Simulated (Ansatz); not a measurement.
Density of states of ZnSe (F-43m) above the conduction band minimum, PBEsol with spin-orbit coupling, rigid bands (Ansatz, a program for electronic structure); cell volume 44.7 Å³.

| energy from edge (eV) | 10⁻³ states/eV/cell |
|---|---|
| 0.006 | 0.64 |
| 0.031 | 1.56 |
| 0.056 | 2.21 |
| 0.081 | 2.76 |
| 0.106 | 3.34 |
| 0.131 | 3.88 |
| 0.156 | 4.46 |
| 0.181 | 5.04 |
| 0.206 | 5.63 |
| 0.231 | 6.25 |
| 0.256 | 6.87 |
| 0.281 | 7.52 |
| 0.319 | 8.52 |
| 0.344 | 9.24 |
| 0.369 | 9.96 |
| 0.394 | 10.7 |
| 0.419 | 11.5 |
| 0.444 | 12.3 |
| 0.469 | 13.1 |
| 0.494 | 13.9 |
| 0.519 | 14.9 |
| 0.544 | 15.8 |
| 0.569 | 16.8 |
| 0.594 | 17.8 |

**Question.** What effective density of states at 300 K does this give (∫ g(E) exp(−E/k_BT) dE, both spins, divided by the cell's size)?

**Answer.** 7.4e17 cm⁻³, a density-of-states mass of 0.096 mₑ, valleys and band degeneracy included.

Geometry: cell and atoms relaxed with PBEsol.
